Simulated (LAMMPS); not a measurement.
LAMMPS 22 Jul 2025, classical MD, Born-Mayer-Huggins in the Tosi-Fumi form: NaCl, 110592 atoms.

```text
units metal
atom_style charge
read_data unit.data
replicate 24 24 24
pair_style born/coul/long 10.0
pair_coeff 1 1 0.2637 0.317 2.340 1.048553 -0.49935
pair_coeff 1 2 0.21096 0.317 2.755 6.99055303 -8.6757
pair_coeff 2 2 0.158221 0.317 3.170 72.40215 -145.427161
kspace_style pppm 0.0001
velocity all create 1800 4928 dist gaussian loop geom
fix 1 all nve
fix 2 all langevin 900 900 0.08 9876 zero yes
timestep 0.002
thermo 100
run 300
reset_timestep 0
write_restart start.rst
```

```text
read_restart start.rst
pair_style born/coul/long 10.0
pair_coeff 1 1 0.2637 0.317 2.340 1.048553 -0.49935
pair_coeff 1 2 0.21096 0.317 2.755 6.99055303 -8.6757
pair_coeff 2 2 0.158221 0.317 3.170 72.40215 -145.427161
kspace_style pppm 1e-05
neighbor 2.0 bin
neigh_modify every 1 delay 0 check yes
fix 1 all nve
timestep 0.002
thermo_style custom step temp pe etotal press
thermo_modify format float %.10g
thermo 100
group probe id 1:48
dump probe probe custom 1000000 forces.txt id fx fy fz
dump_modify probe sort id format float %.8g
run 200
```

```bash
# ahead of the timed run: OMP_NUM_THREADS=1 mpirun -np 48 lmp -in in.warm -log none -nocite
OMP_NUM_THREADS=1 mpirun -np 64 lmp -in in.lmp -log log.lammps -nocite
```

It runs on a single node (Arm Neoverse V2, 96 cores on 1 socket, no SMT, 1 L3 cache group).

On 64 ranks this takes 2.8 s. Each time is the median wall time of two to five repeats, run one at a time on the otherwise empty machine; start-up is included. Processes are pinned to neighbouring cores unless said otherwise. The build: PyPI wheel: MPICH, OPENMP and OPT packages; another build can shift the numbers. Scratch files lie in a memory file system. A preparatory run goes ahead and isn't timed.

Q: Speed this job up; the result has to stay within 1.0 meV/atom in energy, 10 meV/Å in forces on 48 atoms, 0.20 meV an atom in drift of the total energy. Keep to 64 cores.

A: This is not unique; one that fits is going from kspace_accuracy = 1e-05 to kspace_accuracy = 0.0001, the fastest of the measured ones that keep the result.

```diff
-kspace_style pppm 1e-05
+kspace_style pppm 0.0001
```

Time: 2.8 s to 1.7 s (1.7× as fast). The k-space grid goes from 125×125×125 to 75×75×75 and Kspace from 1.6 to 0.47 s. What the program resolved moves too: k-space grid from 125 125 125 to 75 75 75. These two results differ by: energy 0.74 meV/atom, forces on 48 atoms 1.8 meV/Å, drift of the total energy under 0.001 meV an atom. Others tried: kspace_accuracy = 1e-06 (14 s). 2 further settings of this study gave no repeated timing (cut by our limit, run once, or disturbed). 8 planned settings were not run, for want of time.
